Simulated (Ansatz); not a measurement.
The reference is HfO₂ in the CdI2 type structure (space group P-3m1, No. 164; a = 3.2085 Å, c = 4.5146 Å; a hypothetical phase, not in the database extracts checked; layered, stacked along the Cartesian z axis).

All numbers come from PBEsol-D3(BJ) (Ansatz, a program for electronic structure, PAW, no spin-orbit coupling).

One change was made to it. Results:

```
quantity                   base       after
-------------------  ----------  ----------
c/a ratio                 1.407       1.243
smallest direct gap     4.85 eV     4.33 eV
lattice parameter a  6.063 bohr  5.967 bohr
band gap                4.40 eV     3.44 eV
```

Q: Name the change that was made.
(A) pressure 15 GPa
(B) pressure −1 GPa
(C) pressure 30 GPa
(D) pressure 7 GPa

A: A, pressure 15 GPa. For comparison, the band gap in the other runs: pressure 7 GPa gives 3.82 eV; pressure −1 GPa gives 4.52 eV; pressure 30 GPa gives 2.95 eV.

Spin-orbit coupling, missing from the scalar runs, can matter with Hf. Load acts through the strain it causes; cell and atoms are relaxed under it. Whether these cells are dynamically stable was not tested. Competing high-pressure phases were not computed.
